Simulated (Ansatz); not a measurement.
The starting structures come from a database of crystals and need not be the phases stable at ambient conditions.

 Where the default PAW files enter, the runs use the earlier of Ansatz's two default sets.

Here is the system:

```
CELL_PARAMETERS angstrom
      3.99359     0.00000     0.00000
      0.00000     6.58611     0.00000
      1.99680     0.00000     3.45855
ATOMIC_POSITIONS crystal
  Ga 0.33333 0.00002 0.33333
  Ga 0.66667 0.50002 0.66667
  As 0.33333 0.62598 0.33333
  As 0.66667 0.12598 0.66667
```

Space group of this cell: P6_3mc, wurtzite. The cell is taken as given.

The numbers are results of r2SCAN (plane waves, PAW; Ansatz, an electronic-structure program), not measurements.

The current runs along the normal of the first two printed vectors; no spin-orbit coupling. Scaled by the factor s: both lengths across the current (ions clamped). Meshes 10×6×10 and 8×6 across the current in all rows.

| s | mean pressure (GPa) | band gap (eV) |
|---|---|---|
| 0.98 | 3.2 | 1.05 |
| 1.00 | 0.0 | 0.97 |
| 1.02 | -2.6 | ? |

Problem. Take the slope of the band gap against ln s from the two given rows, extrapolate to s = 1.02, and say what the run there gives.

Solution. Slope = (1.05 − 0.97) / ln 0.98 = -3.96 eV. The line gives 0.97 + (-3.96) × ln 1.02 = 0.89 eV. The run gives 0.60 eV, 0.29 eV under the line, 372 % of the predicted step.
